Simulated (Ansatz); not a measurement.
# wurtzite AlN: the defect C on the Al site (broken-bond start)

Level of theory: HSE06, PAW (plane waves to 420 eV; Ansatz, a quantum-chemistry and plane-wave program). Set-up: 96-site cell; lattice scaled to a tabulated measured volume, 10.45 Å³ a site; 2×2×2 shifted k-points; start: the Al site; started 0.95 Å off site, one bond broken, along c; finite-size errors of tenths of an eV; relaxed from one start, so a lower configuration may exist; atoms relaxed at one k-point, and further on this mesh where forces passed 0.1 eV/Å.

Neighbours after relaxation, in Å: of the C atom: N 1.57, N 1.58, N 1.59, Al 2.37, Al 2.37, Al 2.39, N 2.64.

| charge | moment (μB) | largest move off a lattice site (Å) |
|---|---|---|
| −1 | not spin-polarised | 0.85 |

No usable result was obtained for charge +1, 0.
